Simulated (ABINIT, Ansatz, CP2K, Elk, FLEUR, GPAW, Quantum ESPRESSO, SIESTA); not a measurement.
**Sc (P6_3/mmc, 2 atoms in the cell) computed with different codes at matched settings**

Self-consistent single point, at a second geometry (lattice scaled by 0.98). First geometry:

```
CELL_PARAMETERS angstrom
      1.65500    -2.86654     0.00000
      1.65500     2.86654     0.00000
      0.00000     0.00000     5.27000
ATOMIC_POSITIONS crystal
  Sc 0.33333 0.66667 0.25000
  Sc 0.66667 0.33333 0.75000
```

Shared settings, as Ansatz (an electronic-structure program) writes them: kpoints.mp_grid.grid = 11 11 6; scf.occupations.method = fermi_dirac; scf.occupations.width = 0.1 eV. Potentials and cutoffs stand in the table.

```json
[
 {"code": "GPAW", "model": "PBE, GPAW PAW datasets PBE (gpaw-data 1.0.1)", "ΔF from the first geometry (meV/atom)": "9.5", "pressure (GPa)": "2.84", "cutoff": "850 eV"},
 {"code": "ABINIT", "model": "PBE, norm-conserving pseudopotentials (PseudoDojo nc-sr-05 PBE standard)", "ΔF from the first geometry (meV/atom)": "10.4", "pressure (GPa)": "2.91", "cutoff": "39 Ha"},
 {"code": "Quantum ESPRESSO", "model": "PBE, PseudoDojo standard norm-conserving (PBE) pseudopotentials", "ΔF from the first geometry (meV/atom)": "10.4", "pressure (GPa)": "2.93", "cutoff": "80 Ry"},
 {"code": "Ansatz", "model": "PBE, default PAW files", "ΔF from the first geometry (meV/atom)": "10.2", "pressure (GPa)": "2.90", "cutoff": "default"},
 {"code": "Elk", "model": "PBE, all-electron FP-LAPW, Elk's shipped species files, LAPW+lo basis", "ΔF from the first geometry (meV/atom)": "12.4", "pressure (GPa)": "–", "cutoff": "rgkmax 7.5"},
 {"code": "CP2K", "model": "PBE, GPW, TZVP-MOLOPT-SR-GTH basis, GTH-PBE potentials (GTH_POTENTIALS)", "ΔF from the first geometry (meV/atom)": "10.5", "pressure (GPa)": "2.96", "cutoff": "grid 600 Ry"},
 {"code": "FLEUR", "model": "PBE, all-electron FLAPW (FLEUR), scalar-relativistic valence", "ΔF from the first geometry (meV/atom)": "11.7", "pressure (GPa)": "–", "cutoff": "Kmax 3.8 1/bohr"},
 {"code": "SIESTA", "model": "GGA PBE, numerical atomic orbitals TZP, PseudoDojo PBE standard norm-conserving potentials (rewritten from UPF to PSML)", "ΔF from the first geometry (meV/atom)": "4.6", "pressure (GPa)": "2.31", "cutoff": "grid 400 Ry"}
]
```

A dash marks a value that a program does not give, or that is left out as unsure.

The spread over the programs that give each value: ΔF from the first geometry within 7.8 meV/atom; pressure within 0.65 GPa.

CP2K and SIESTA use small atom-centred bases, whose incompleteness enters pressures, forces and empty levels differently from a plane-wave cutoff. Elk and FLEUR treat all electrons, but the usual bases taken here (sphere radii, linearisation, local orbitals, empty states) were not tested for convergence, so the values are no reference for the others. Ansatz's pressure is given at a fixed set of plane waves, as the other plane-wave codes print theirs.

The starting cell has typed, rounded lattice constants, without a prior relaxation at this level. For this run, on top of that: lattice scaled by 0.98.

Keys are those of Ansatz 0.2.
